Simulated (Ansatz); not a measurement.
For TaSnO (model structure, started from the ZrSiS type, P4/nmm, No. 129, 6 atoms in the cell), LDA (Ansatz, a quantum-chemistry and plane-wave program, plane waves, PAW) gives:

| Item | Value |
|---|---|
| lattice constant a | 3.897 Å |
| lattice parameter c | 6.592 Å |
| bulk modulus | 63.3 GPa |
| cohesive energy | 6.13 eV/atom |

Q: What does PBEsol (Ansatz, PAW) give for the same quantities?

A: 
- lattice constant a: 3.982 Å (rises by 2.2 %)
- lattice parameter c: 6.616 Å (increases by 0.4 %)
- bulk modulus: 40.4 GPa (decreases by 36 %)
- cohesive energy: 5.53 eV/atom (decreases by 0.60 eV/atom)

Changes are worked out from the printed values.

Unless a cell is named, each level is at its own relaxed cell (LDA 16.69, PBEsol 17.49 Å³/atom).

Levels without +SOC leave out spin–orbit coupling, which shifts energies and cells of such heavy elements.

Caveats: the bulk modulus is −V dP/dV from two relaxed cells at ±2 % in volume (LDA, PBEsol). Ansatz's density-functional and Hartree–Fock values are scalar-relativistic unless marked +SOC, with PAW data made under PBE.

A model structure was made by putting elements into a prototype or built by hand; it is no filed structure, need not be a known phase, and can be a saddle point held by its symmetry.
